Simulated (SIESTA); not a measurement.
SIESTA run on HfAu2 (I4/mmm, 3 atoms in the cell): self-consistent single point.

Method of the run: LDA PW92, numerical atomic orbitals TZP, PseudoDojo LDA standard norm-conserving potentials (rewritten from UPF to PSML) (SIESTA 5.4.2).

The change in words: lattice scaled by 0.98. Reference geometry:
```
HfAu2
1.0
   -1.73013     1.73013     4.25131
    1.73013    -1.73013     4.25131
    1.73013     1.73013    -4.25131
Hf Au
1 2
Direct
  0.00000   0.00000   0.00000
  0.66735   0.66735   0.00000
  0.33265   0.33265   0.00000
```

Reference input (self-consistent single point, DFT, LDA PW92, numerical atomic orbitals TZP, PseudoDojo LDA standard norm-conserving potentials (rewritten from UPF to PSML)): XC.functional = LDA; XC.authors = PW92; potentials = PseudoDojo LDA standard; PAO.BasisSize = TZP; PAO.EnergyShift = 0.01 Ry; MeshCutoff = 400 Ry; kgrid.MonkhorstPack = 11 11 11; OccupationFunction = FD; ElectronicTemperature = 1160.45 K; MaxSCFIterations = 150; SCF.Mixer.Method = Pulay; SCF.Mixer.Weight = 0.2. This run's input differs from it in these lines:

```diff
@@ -12,5 +12,5 @@
 %block LatticeVectors
-    -1.730129000    1.730129000    4.251313000
-     1.730129000   -1.730129000    4.251313000
-     1.730129000    1.730129000   -4.251313000
+    -1.695526000    1.695526000    4.166287000
+     1.695526000   -1.695526000    4.166287000
+     1.695526000    1.695526000   -4.166287000
 %endblock LatticeVectors
@@ -19,4 +19,4 @@
      0.000000000    0.000000000    0.000000000  1
-    -0.000000000    0.000000000    5.674227461  2
-     0.000000000   -0.000000000    2.828398539  2
+    -0.000000000    0.000000000    5.560743259  2
+     0.000000000   -0.000000000    2.771830741  2
 %endblock AtomicCoordinatesAndAtomicSpecies
```

Output (repeated stretches shortened):

```
        iscf     Eharris(eV)        E_KS(eV)     FreeEng(eV)     dDmax    Ef(eV) dHmax(eV)
   scf:    1    -9480.490119    -9541.402719    -9541.430583  2.069962 -0.070926 20.469032
   scf:    2    -9573.457116    -9563.572456    -9563.606814  0.793435 -0.221599  5.096146
   scf:    3    -9565.525357    -9564.698993    -9564.736335  0.157610 -0.498024  3.028667
   scf:    4    -9565.270434    -9565.078152    -9565.118751  0.144345 -0.970963  0.521539
   scf:    5    -9564.965774    -9565.052935    -9565.093606  0.025295 -1.054826  0.790519
   [... 2 lines left out ...]
   scf:    8    -9565.090904    -9565.090708    -9565.131442  0.002192 -1.009210  0.006191
   scf:    9    -9565.090712    -9565.090714    -9565.131441  0.000450 -1.010042  0.008190
   scf:   10    -9565.090719    -9565.090718    -9565.131445  0.000171 -1.009477  0.000121
   scf:   11    -9565.090718    -9565.090718    -9565.131445  0.000003 -1.009469  0.000024
SCF Convergence by DM+H criterion
max |DM_out - DM_in|         :     0.0000032027
max |H_out - H_in|      (eV) :     0.0000239715
SCF cycle converged after 11 iterations

Using DM_out to compute the final energy and forces

siesta: E_KS(eV) =            -9565.0907

siesta: E_KS - E_eggbox =     -9565.0907

siesta: Atomic forces (eV/Ang):
     1    0.000000    0.000000    0.000000
     2   -0.001701   -0.001701    0.121429
     3    0.001701    0.001701   -0.121429
   Tot    0.000000    0.000000    0.000000
   Max    0.121429
   Res    0.057254    sqrt( Sum f_i^2 / 3N )
   Max    0.121429    constrained

Stress tensor Voigt[x,y,z,yz,xz,xy] (kbar):     -154.40     -154.40     -201.74       -0.11       -0.11        0.04
(Free)E + p*V (eV/cell)    -9560.0425
Target enthalpy (eV/cell)    -9565.1314

   [... lines left out ...]
siesta: FreeEng =     -9565.131445
   [... lines left out ...]
siesta:    -0.096371    0.000025   -0.000072
siesta:     0.000025   -0.096371   -0.000072
siesta:    -0.000072   -0.000072   -0.125918

siesta: Cell volume =         47.909108 Ang**3

siesta: Pressure (static):
siesta:                Solid            Molecule  Units
siesta:           0.00115688          0.00113122  Ry/Bohr**3
siesta:           0.10621990          0.10386366  eV/Ang**3
siesta:         170.18303850        166.40792459  kBar
```

The run converged in 11 iterations. Against the reference run the free energy goes up by 54.1 meV/atom, the pressure goes from 1.26 to 17.02 GPa and the largest force goes from 0.043 to 0.121 eV/Å.

The starting cell comes from a database of computed structures (which also holds hypothetical and non-ambient phases and stackings), without a prior relaxation at this level. Its lattice was rescaled by a random factor within 2.5 % of one. For this run, on top of that: lattice scaled by 0.98. Values carry the incompleteness of an atom-centred basis. With a pressure of about 17 GPa the cell is away from its equilibrium volume at this level.

Cost on one core of a shared machine: roughly 4 min.
